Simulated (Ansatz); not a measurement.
The starting structures come from a database of crystals and need not be the phases stable at ambient conditions.

By PBEsol, the system below comes out a metal.

The ballistic (Sharvin) conductance counts the channels at the Fermi level: G/A = (e²/h) × channels of both spins per area.

Input:

```
CELL_PARAMETERS angstrom
      5.43104     0.00000     0.00000
      0.00000     8.33611     0.00000
      2.71552     4.16805     3.10698
ATOMIC_POSITIONS crystal
  Zr 0.75000 0.75000 0.50000
  Zr 0.25000 0.25000 0.50000
  Zr 0.92167 0.67728 0.00000
  Zr 0.07833 0.32272 0.00000
  Zr 0.42167 0.82272 0.00000
  Zr 0.57833 0.17728 0.00000
```

Space group of this cell: Ibam. The cell is taken as given; by PBEsol its mean pressure is -3.8 GPa.

The current flows along the normal of the first two printed cell vectors. No spin-orbit coupling; the value is a mean over 0.1 eV about the Fermi level.

Question: Estimate the ballistic conductance per area that PBEsol in Ansatz (an electronic-structure program) returns for this system.

Answer: 0.55 × 10¹⁵ S/m² for both spins.
